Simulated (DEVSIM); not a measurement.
System: Ti/Si3N4/p-Si capacitor, at 300 K.

| layer (left to right) | material | thickness (nm) | Na (cm⁻³) |
|---|---|---|---|
| 1 | Si3N4 | 5.00 | - |
| 2 | Si | 800 | 5.2e17 |

Metal gate on the left, work function 4.33 eV. Fixed charge at the semiconductor interface 0 cm⁻² (in units of +e); no interface traps.

Constants are typed, rounded textbook-type inputs, not results; the design itself was drawn at random and stands for no fabricated device. Values at 300 K.

| parameter | Si3N4 | Si |
|---|---|---|
| gap (eV) | 5.1 | 1.124 |
| affinity (eV) | 2.1 | 4.05 |
| permittivity | 7.5 | 11.7 |
| Nc (cm⁻³) | - | 2.86e19 |
| Nv (cm⁻³) | - | 3.1e19 |

Simulated with DEVSIM: 1D Poisson equation in equilibrium, Boltzmann statistics, complete ionisation; no quantum confinement or tunnelling. Metal contacts follow the ideal Schottky-Mott rule: no Fermi-level pinning, no interface dipoles.

The substrate doping was swept, all else fixed.

```json
[
 {"substrate doping (cm^-3)": "2.6e16", "minimum of the low-frequency capacitance (μF/cm²)": "0.0583", "flat-band voltage (V)": "-0.66", "threshold voltage (band bending 2φF) (V)": "0.16"},
 {"substrate doping (cm^-3)": "5.2e16", "minimum of the low-frequency capacitance (μF/cm²)": "0.0772", "flat-band voltage (V)": "-0.68", "threshold voltage (band bending 2φF) (V)": "0.20"},
 {"substrate doping (cm^-3)": "1e17", "minimum of the low-frequency capacitance (μF/cm²)": "0.104", "flat-band voltage (V)": "-0.70", "threshold voltage (band bending 2φF) (V)": "0.26"},
 {"substrate doping (cm^-3)": "2.6e17", "minimum of the low-frequency capacitance (μF/cm²)": "0.155", "flat-band voltage (V)": "-0.72", "threshold voltage (band bending 2φF) (V)": "0.37"},
 {"substrate doping (cm^-3)": "5.2e17", "minimum of the low-frequency capacitance (μF/cm²)": "0.205", "flat-band voltage (V)": "-0.74", "threshold voltage (band bending 2φF) (V)": "0.48"},
 {"substrate doping (cm^-3)": "1e18", "minimum of the low-frequency capacitance (μF/cm²)": "0.262", "flat-band voltage (V)": "-0.76", "threshold voltage (band bending 2φF) (V)": "0.61"}
]
```

From the first row to the last the minimum of the low-frequency capacitance goes from 0.0583 to 0.262. From the first row to the last the flat-band voltage goes from -0.66 to -0.76.
